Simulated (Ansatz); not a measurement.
## Rock-salt VO (model structure)

The numbers are results of PBEsol in Ansatz (plane waves, PAW), not measurements.

Run with plane-wave cutoff 500 eV, 16×16×16 k mesh, Fermi–Dirac smearing 0.05 eV, magnetic order afm2, spin-polarised with opposed moments, scalar-relativistic PAW data made under PBE.

Cell (relaxed at this level):

```cif
data_O2V2
_chemical_formula_sum 'V2 O2'
_space_group_name_H-M_alt 'P 1'
_space_group_IT_number 1
_cell_length_a 4.59344
_cell_length_b 4.59344
_cell_length_c 4.59344
_cell_angle_alpha 40.137
_cell_angle_beta 40.137
_cell_angle_gamma 40.137
loop_
_space_group_symop_operation_xyz
  'x, y, z'
loop_
_atom_site_label
_atom_site_type_symbol
_atom_site_fract_x
_atom_site_fract_y
_atom_site_fract_z
_atom_site_occupancy
V1 V 0.00000 0.00000 0.00000 1
V2 V 0.50000 0.50000 0.50000 1
O1 O 0.25000 0.25000 0.25000 1
O2 O 0.75000 0.75000 0.75000 1
```

- band gap: 0.51 eV (on the SCF k mesh)

Note: the magnetic order was assumed, not searched for or taken from measurement; the relaxation could raise the start's symmetry but not lower it, so the cell can be a saddle point.

Static lattice: no zero-point or thermal effects.

A model structure was made by putting elements into a prototype or built by hand; it is no filed structure, need not be a known phase, and can be a saddle point held by its symmetry.

Ansatz is a program for electronic structure.
